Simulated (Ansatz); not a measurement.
Ti under a change: isotropic strain −1.50 %

Start from Ti in the hcp (Mg type) structure (space group P6_3/mmc, No. 194; a = 2.864 Å, c = 4.537 Å; relaxed with 0.1 eV smearing).

It is then changed as follows: an isotropic linear strain of −1.50 %; the atoms relax in the strained cell.

All numbers come from Kohn–Sham DFT with the LDA functional, run in Ansatz (a program for electronic structure) with PAW and 420 eV plane waves, no spin-orbit coupling. Settings: 23×23×13 k-points, 0.1 eV Fermi–Dirac smearing.

The space group remains P6_3/mmc (No. 194) and the shortest interatomic distance falls by 0.042 Å to 2.765 Å. The energy rises by 13 meV/atom and the pressure (mean of the normal stresses, compression positive) goes from zero to 6.2 GPa. The band gap remains zero.

Final structure:

```xyz
2
Lattice="2.8214 0.0000 0.0000 -1.4107 2.4434 0.0000 0.0000 0.0000 4.4692" Properties=species:S:1:pos:R:3 pbc="T T T"
Ti     1.4107     0.8145     3.3519
Ti     0.0000     1.6289     1.1173
```

Stability against distortions was not tested. The final runs are not spin-polarised.
